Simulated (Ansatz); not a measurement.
The starting structures come from a database of crystals and need not be the phases stable at ambient conditions.

By LDA, the system below comes out a metal.

Without scattering a metal conducts by its projected Fermi surface.

Data:

```xyz
2
Lattice="2.8155 0.0000 0.0000 1.1379 5.0647 0.0000 0.0130 -0.6601 2.7418" Properties=species:S:1:pos:R:3 pbc="T T T"
Au     2.7248     3.4562     0.9159
Au     1.2415     0.9484     1.8260
```

Space group of this cell: P-1. The cell is taken as given; by LDA its mean pressure is -11.9 GPa.

The current flows along the normal of the first two printed cell vectors. No spin-orbit coupling; the value is a mean over 0.1 eV about the Fermi level.

Predict the ballistic conductance per area from LDA (Ansatz, a first-principles code).

0.82 × 10¹⁵ S/m² for both spins.
